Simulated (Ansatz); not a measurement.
Fluorite PbF2 (high-temperature phase) was calculated with PBE-D3(BJ) in Ansatz (PAW).

The run printed, among other lines:

```
Crystal: 3 atoms, lattice volume = 50.885 Å³
Basis set: ecut = 520 eV, 1363 PW (Γ), exchange–correlation on 64×64×64 points (8 copies of the dense FFT grid, shifted against one another)
Bands: 18, of which v1, the nominal top of the filled ones, is band 14 counted from 1 (13 counted from 0)
Symmetry: 48 space group operations
Space group: Fm-3m (ITA 225), of the structure as read, at distance tolerance 3.7e-5 Å
k-points: 47 of 1000
Functional: x = pbe(κ = 0.804, μ = 0.2195149727645171), c = pbe(β = 0.06672455060314922)
SCF iter   1: F=—  HF=-13525.149959 eV  |F-HF|=—  |Δ(HF+E_count)|=         —  Δρ=9.48e-4  dr2=8.78e-5
SCF iter   2: F=—  HF=-13525.149703 eV  |F-HF|=—  |Δ(HF+E_count)|=   2.56e-4  Δρ=4.87e-4  dr2=3.05e-5
  ...
SCF iter   7: F=—  HF=-13525.149778 eV  |F-HF|=—  |Δ(HF+E_count)|=  5.84e-10  Δρ=1.83e-6  dr2=1.07e-9
SCF iter   8: F=-13525.149778 eV  HF=-13525.149778 eV  |F-HF|=5.64e-11  |Δ(HF+E_count)|=  3.42e-10  Δρ=5.00e-7  dr2=7.16e-11
SCF 1 converged in 8 iterations: F = -13525.149778 eV  dr2 = 7.16e-11
SCF converged after 8 iterations
Free energy (F): -13525.149778 eV
Internal energy: -13525.149778 eV  (E = F + TS)
E sigma→0 (E₀):  -13525.149778 eV
Fermi energy:    7.606252 eV
--- Forces (eV/Å), atoms counted from 1 ---
  atom   1  Pb    -0.00000000     0.00000000    -0.00000000
  atom   2  F      0.00000000     0.00000000     0.00000000
  atom   3  F      0.00000000     0.00000000     0.00000000
--- Stress (GPa, compression-positive) ---
        3.146633      -0.000000       0.000000
       -0.000000       3.146633       0.000000
       -0.000000      -0.000000       3.146633
  P = ⅓ Tr σ = 3.1466 GPa (31.466 kbar)
```

**Question.** Write an input file that could have produced this run (the log leaves some choices open).

**Answer.** Several could match; the one computed here: 
Ansatz 0.2 input:
```yaml
crystal:
  lattice:
    - [0.0, 2.9411764019, 2.9411764019]
    - [2.9411764019, 0.0, 2.9411764019]
    - [2.9411764019, 2.9411764019, 0.0]
  atoms:
    - { symbol: Pb, position: [0.0, 0.0, 0.0] }
    - { symbol: F, position: [0.25, 0.25, 0.25] }
    - { symbol: F, position: [0.75, 0.75, 0.75] }
basis:
  ecutwfc: 520
  ecutrho_ratio: 4
  xc_grid: 2
kpoints:
  mp_grid: { grid: [10, 10, 10] }
hamiltonian:
  xc: pbe
  dispersion: d3bj
  pseudopotentials: { kind: paw }
scf:
  occupations: { method: fermi_dirac, width: 0.01 }
  convergence: { dr2_threshold: 0.0000000003 }
output:
  forces: true
  stress: true
  eigenvalues: true
```

The cell is one volume of an energy–volume scan, off the minimum.

Ansatz is a quantum-chemistry and plane-wave program.
